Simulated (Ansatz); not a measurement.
System: KSrH₃ (model structure, started from the KMgH3 type, Pm-3m, No. 221, 5 atoms in the cell). Method: PBE+SOC (Ansatz, a quantum-chemistry and plane-wave program, plane waves, PAW).

Run with plane-wave cutoff 520 eV, 8×8×8 k mesh, Fermi–Dirac smearing 0.01 eV, PAW data made under PBE.

Cell (relaxed with PBEsol):

```cif
data_H3KSr
_chemical_formula_sum 'K1 Sr1 H3'
_space_group_name_H-M_alt 'Pm-3m'
_space_group_IT_number 221
_space_group_name_Hall '-P 4 2 3'
_cell_length_a 4.71935
_cell_length_b 4.71935
_cell_length_c 4.71935
_cell_angle_alpha 90.000
_cell_angle_beta 90.000
_cell_angle_gamma 90.000
loop_
_atom_site_label
_atom_site_type_symbol
_atom_site_symmetry_multiplicity
_atom_site_Wyckoff_symbol
_atom_site_fract_x
_atom_site_fract_y
_atom_site_fract_z
_atom_site_occupancy
K1 K 1 a 0.00000 0.00000 0.00000 1
Sr1 Sr 1 b 0.50000 0.50000 0.50000 1
H1 H 3 c 0.00000 0.50000 0.50000 1
```

Task: Predict the band gap, smallest direct gap on the k points sampled and direct gap at Γ.

Result: 
- band gap: 2.66 eV (indirect)
- smallest direct gap on the k points sampled: 2.73 eV
- direct gap at Γ: 7.20 eV

Note: the relaxation could raise the start's symmetry but not lower it, so the cell can be a saddle point; cell and atoms aren't relaxed at this level (pressure 0.8 GPa).

Computed values are for the static lattice.

It cost very roughly 90 core-seconds of CPU time.

A model structure was made by putting elements into a prototype or built by hand; it is no filed structure, need not be a known phase, and can be a saddle point held by its symmetry.
